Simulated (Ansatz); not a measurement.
Cost and result by functional for the surface energy of the (101) surface of beta tin in its 1x1 cell, outermost plane spacing 0.71 Å in the ideal cut, in Ansatz (plane waves, PAW). Single points on the PBE structure, on one kind of machine; costs are rough ratios of the slab run's core time (references not counted) to the cheapest single point. r2SCAN's cost holds its higher cutoff (500 against 420 eV). Differences are taken against r2SCAN for comparison alone: no measured value is at hand, so the table doesn't rank accuracy.

Slab: 10 atoms, 12.0 Å thick at the start; k 9x9x1, smearing 0.1 eV, dipole-corrected; all atoms relaxed; symmetry of the start imposed; no spin, no spin-orbit, no U. These notes are the PBE run's.

```tsv
functional	relative cost	surface energy (J/m²)	less r2SCAN (J/m²)
PBEsol	1	0.46	0.05
LDA	1	0.48	0.07
RPBE	1	0.31	-0.10
r2SCAN	2	0.41	0.00
PBE (the relaxed run's value)	–	0.38	-0.03
```

The values span 0.17 J/m², while the single points' costs differ by a factor of roughly 2. Differences are of unrounded values.

Ansatz is an electronic-structure program.
